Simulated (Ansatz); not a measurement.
ScF3 (within 0.1 Å of Pm-3m, No. 221; start mp-10694; cell taken from a computed entry) was calculated with HSE06 (plane waves, PAW; Ansatz, a program for electronic structure).

Run with plane-wave cutoff 500 eV, 6×6×6 k mesh, gaussian smearing 0.02 eV, scalar-relativistic PAW data made under PBE.

Cell (relaxed at this level):

```cif
data_F3Sc
_chemical_formula_sum 'Sc1 F3'
_space_group_name_H-M_alt 'P 1'
_space_group_IT_number 1
_cell_length_a 4.03424
_cell_length_b 4.03424
_cell_length_c 4.03424
_cell_angle_alpha 90.000
_cell_angle_beta 90.000
_cell_angle_gamma 90.000
loop_
_space_group_symop_operation_xyz
  'x, y, z'
loop_
_atom_site_label
_atom_site_type_symbol
_atom_site_fract_x
_atom_site_fract_y
_atom_site_fract_z
_atom_site_occupancy
Sc1 Sc 0.00000 0.00000 0.00000 1
F1 F 0.50000 0.00028 0.99972 1
F2 F 0.99972 0.50000 0.00028 1
F3 F 0.00028 0.99972 0.50000 1
```

Task: What does this level give for the band gap?

Result: 
- band gap: 8.78 eV (on the SCF k mesh)

Computed values are for the static lattice.

A start named mp-… is a Materials Project structure, which need not be a measured phase.
